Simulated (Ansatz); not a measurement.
# PtTe2, pressure series

Take PtTe2 (space group P-3m1, No. 164; layered) as the base.

```xyz
3
Lattice="4.0092 0.0000 0.0000 -2.0046 3.4721 0.0000 0.0000 0.0000 4.9588" Properties=species:S:1:pos:R:3 pbc="T T T"
Te     0.0000     2.3147     1.3407
Te     2.0046     1.1574     3.6181
Pt     0.0000     0.0000     0.0000
```

Cell and atoms are relaxed at each pressure.

Method: PBEsol-D3(BJ)/PAW in Ansatz (a program for electronic structure), no SOC.

Notes on the quantities. enthalpy: H = E + PV relative to the base's energy.

```json
[
 {"variant": "base", "c/a ratio": "1.237", "enthalpy": "–", "volume per atom": "23.01 Å³"},
 {"variant": "pressure −2 GPa", "c/a ratio": "1.252", "enthalpy": "-0.29 eV/atom", "volume per atom": "23.62 Å³"},
 {"variant": "pressure −1 GPa", "c/a ratio": "1.244", "enthalpy": "-0.14 eV/atom", "volume per atom": "23.30 Å³"},
 {"variant": "pressure 0.3 GPa", "c/a ratio": "1.235", "enthalpy": "+0.04 eV/atom", "volume per atom": "22.93 Å³"},
 {"variant": "pressure 0.7 GPa", "c/a ratio": "1.232", "enthalpy": "+0.10 eV/atom", "volume per atom": "22.82 Å³"},
 {"variant": "pressure 1.5 GPa", "c/a ratio": "1.228", "enthalpy": "+0.21 eV/atom", "volume per atom": "22.62 Å³"},
 {"variant": "pressure 3 GPa", "c/a ratio": "1.220", "enthalpy": "+0.42 eV/atom", "volume per atom": "___"},
 {"variant": "pressure 5 GPa", "c/a ratio": "___", "enthalpy": "+0.70 eV/atom", "volume per atom": "21.87 Å³"},
 {"variant": "pressure 7.5 GPa", "c/a ratio": "1.201", "enthalpy": "+1.04 eV/atom", "volume per atom": "21.43 Å³"},
 {"variant": "pressure 10 GPa", "c/a ratio": "1.193", "enthalpy": "+1.37 eV/atom", "volume per atom": "21.04 Å³"}
]
```

Task: What belongs in the blanks?

Result: 
- pressure 3 GPa, volume per atom: 22.28 Å³
- pressure 5 GPa, c/a ratio: 1.210

Load acts through the strain it causes; cell and atoms are relaxed under it. Whether these cells are dynamically stable was not tested. No other phases were tried under pressure. All final runs are without spin polarisation.
